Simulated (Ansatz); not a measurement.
Start from TiO2 in the rutile structure (space group P4_2/mnm, No. 136; a = 4.643 Å, c = 2.964 Å). Axes: x, y, z lie along a, b, c of the conventional cell.

Level of theory: PBE, PAW, 420 eV (Ansatz, a program for electronic structure; no spin-orbit coupling).

Before the change:

| Property | Result |
|---|---|
| Shortest interatomic distance | 1.958 Å |
| Electron mass | 0.58 mₑ along c, 1.2 mₑ across (at Γ) |
| Pressure | 0.00 GPa |

Perturbation: the cell is compressed by 2.40 % along z with no lateral relaxation; the atoms relax in the strained cell.

Problem. Predict the new energy relative to the base.

Solution. The energy rises by 9.5 meV/atom.

Problem. What does the calculation give for the shortest interatomic distance after the change?

Solution. The shortest interatomic distance falls by 0.022 Å, from 1.958 Å to 1.936 Å.

Problem. What does the calculation give for the electron mass after the change?

Solution. The electron mass becomes 0.54 mₑ along z, 1.1 mₑ across (at Γ) (base: 0.58 mₑ along c, 1.2 mₑ across (at Γ)).

Problem. What does the calculation give for the pressure after the change?

Solution. The pressure (mean of the normal stresses, compression positive) goes from zero to 6.56 GPa.

The levels and masses belong to the bands next to the band gap. Effective masses come from finite differences of ±0.01 Å⁻¹. No phonon test of stability was made. All final runs are without spin polarisation.
